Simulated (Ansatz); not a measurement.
The parent structure is SrHfO$_{3}$ in the cubic perovskite structure (space group Pm-3m, No. 221; a = 4.106 Å).

Method: PBEsol (Ansatz, an electronic-structure program), no spin-orbit coupling.

For the base:

The band gap is 3.72 eV, the width of the top valence band comes out as 0.83 eV and the volume per atom comes out as 13.84 Å³.

The change: Mg takes the place of Sr on all its sites; the structure is relaxed again.

### Question
How does this affect the band gap, width of the top valence band and volume per atom?

### Answer
The band gap shrinks by 2.886 eV to 0.84 eV; the width of the top valence band drops by 0.042 eV, from 0.83 eV to 0.78 eV; the volume per atom shrinks by 0.576 Å³ to 13.27 Å³.

With Hf present, leaving out spin-orbit coupling can change the band edges. Stability against distortions was not tested. As relaxed here, HfMgO3 is a hypothetical phase, not in the database extracts checked. Many cubic perovskites are stable only at high temperature; tilts and polar distortions were not tested.
